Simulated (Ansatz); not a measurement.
The reference is Pb2Au (space group I4/mcm, No. 140).

Pb₂Au is taken in the tetragonal space group I4/mcm (No. 140), Pearson symbol tI12. Conventional cell: a = b = 7.3244 Å, c = 5.6746 Å, α = β = γ = 90.00°. Pb on 8h is coordinated by 4 Au at 3.098 Å and 3 Pb at 3.306–3.400 Å and 4 Pb at 3.676 Å and 4 Pb at 3.894 Å. Au on 4a is coordinated by 2 Au at 2.837 Å and 8 Pb at 3.098 Å. (Neighbours: up to the widest gap in distance over summed covalent radii, below 1.35, at either atom.)
(The calculation used a cell of 6 atoms; values per cell refer to that cell.)

The other end (x = 1) is Pb₂P (space group I4/mcm, No. 140; a hypothetical phase, not in the database extracts checked): 25.54 Å³/atom, gap zero; this end may not be an ambient phase.

The values are results of PBEsol in Ansatz (plane waves to 420 eV, PAW, no spin-orbit coupling), not measurements.

P replaces a fraction x of Au; each row is one arrangement (x, atoms in the cell, starting space group or random), fully relaxed.

One change was made to it. Results:

| quantity | base | after |
|---|---|---|
| shortest interatomic distance | 2.837 Å | 2.763 Å |
| band gap | zero | zero |
| deviation of the volume from the linear (Vegard-type) interpolation | – | -0.1 % |

Which of these changes matches the shifts?
A. x(P) = 0.25, 12 atoms, C222
B. x(P) = 0.25, 12 atoms, C2
C. x(P) = 0.5, 6 atoms, I422

C, x(P) = 0.5, 6 atoms, I422. For comparison, the shortest interatomic distance in the other runs: x(P) = 0.25, 12 atoms, C222 gives 2.822 Å; x(P) = 0.25, 12 atoms, C2 gives 2.688 Å.

These are small ordered cells, not random alloys; other orderings at the same x differ. Stability against distortions was not tested. The base started in Ibam and relaxed to I4/mcm at this level. All final runs are without spin polarisation.

Ansatz is a first-principles code.
